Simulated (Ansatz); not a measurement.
The reference is SbP in the rock salt structure (space group Fm-3m, No. 225; a = 5.634 Å; a hypothetical phase, not in the database extracts checked; relaxed with 0.1 eV smearing). Axes: x, y, z lie along the cube axes.

(Cell as relaxed with PBE.)

Levels (all Ansatz, a first-principles code, PAW): PBE (420 eV, scalar-relativistic without spin-orbit coupling); r2SCAN (500 eV, no spin-orbit coupling).

Each level relaxes its own structure.

```
base                      PBE    r2SCAN
-------------------  --------  --------
volume per atom      22.36 Å³  21.96 Å³
lattice parameter a   5.634 Å   5.600 Å
band gap                 zero      zero
```

Now apply this change: strain tensor (xx, yy, zz, yz, xz, xy) = (+0.59, +1.20, +0.24, −0.57, −1.28, +1.80) %, atoms relaxed at fixed cell.

| quantity | PBE | r2SCAN |
|---|---|---|
| shortest interatomic distance | 2.824 Å | (withheld) |
| energy relative to the base (free energy F) | +5.9 meV/atom | (withheld) |
| stress (xx, yy, zz, yz, xz, xy; compression positive) | (-1.3, -2.2, -0.9, 0.3, 0.6, -0.8) GPa | (withheld) |

Predict the r2SCAN column.


- shortest interatomic distance, r2SCAN: 2.807 Å
- energy relative to the base (free energy F), r2SCAN: +6.6 meV/atom
- stress (xx, yy, zz, yz, xz, xy; compression positive), r2SCAN: (-1.4, -2.3, -0.9, 0.3, 0.8, -1.0) GPa

PBE's shortest interatomic distance lies 0.017 Å above r2SCAN's (0.6 %); PBE's energy relative to the base lies 0.7 meV/atom below r2SCAN's. Neither level is exact; r2SCAN is the comparison here, not a measurement.

No phonon test of stability was made. All final runs are without spin polarisation.
